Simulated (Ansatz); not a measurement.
We consider AlB2-type TiB2, described by PBEsol-D3(BJ) (Ansatz, a quantum-chemistry and plane-wave program, PAW).

Run with plane-wave cutoff 520 eV, 24×24×18 k mesh (along the axes of the cell as run), Fermi–Dirac smearing 0.05 eV, no spin polarisation, scalar-relativistic PAW data made under PBE.

Response to compression and expansion:

Shape and atoms are relaxed at each volume.

```json
[
 {"V (Å³/atom)": "7.814", "P (GPa)": "12.27", "c (Å)": "3.095", "a (Å)": "2.958"},
 {"V (Å³/atom)": "7.977", "P (GPa)": "5.84", "c (Å)": "3.121", "a (Å)": "2.975"},
 {"V (Å³/atom)": "8.140", "P (GPa)": "0.00", "c (Å)": "3.148", "a (Å)": "2.993"},
 {"V (Å³/atom)": "8.303", "P (GPa)": "-5.29", "c (Å)": "3.174", "a (Å)": "3.010"},
 {"V (Å³/atom)": "8.466", "P (GPa)": "-10.09", "c (Å)": "3.200", "a (Å)": "3.027"}
]
```

Note: the bulk modulus comes from volumes at which shape and atoms were relaxed.
